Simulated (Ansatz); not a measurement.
## A computed series for Pd: response to strain

Start from Pd in the fcc (Cu type) structure (space group Fm-3m, No. 225; a = 3.8777 Å; relaxed with 0.1 eV smearing).

Strains are applied to the cell and any free atomic positions relax.

Computed with Ansatz (a program for electronic structure), PBEsol, PAW, cutoff 420 eV, no spin-orbit coupling.

Notes on the quantities. energy relative to the base: free energy F.

```
change                    volume per atom   pressure  energy relative to the base
------------------------  ---------------  ---------  ---------------------------
base                             14.58 Å³    0.0 GPa                   0 meV/atom
isotropic strain −3.00 %         13.30 Å³   23.7 GPa                 +85 meV/atom
isotropic strain −2.00 %         13.72 Å³   14.5 GPa                            …
isotropic strain −1.50 %         13.93 Å³   10.4 GPa                 +20 meV/atom
isotropic strain −1.00 %         14.14 Å³    6.6 GPa                +8.7 meV/atom
isotropic strain −0.50 %         14.36 Å³    3.2 GPa                            …
isotropic strain +1.50 %         15.24 Å³   -8.0 GPa                 +17 meV/atom
isotropic strain +2.00 %         15.47 Å³  -10.2 GPa                 +30 meV/atom
isotropic strain +2.50 %         15.70 Å³  -12.2 GPa                 +46 meV/atom
isotropic strain +3.00 %         15.93 Å³  -14.1 GPa                 +65 meV/atom
```

Problem. Complete the table.

Solution. 
- isotropic strain −2.00 %, energy relative to the base: +36 meV/atom
- isotropic strain −0.50 %, energy relative to the base: +2.1 meV/atom

No phonon test of stability was made. The final runs are not spin-polarised. Pd lies near a magnetic instability that expansion can trigger; it was not tested.
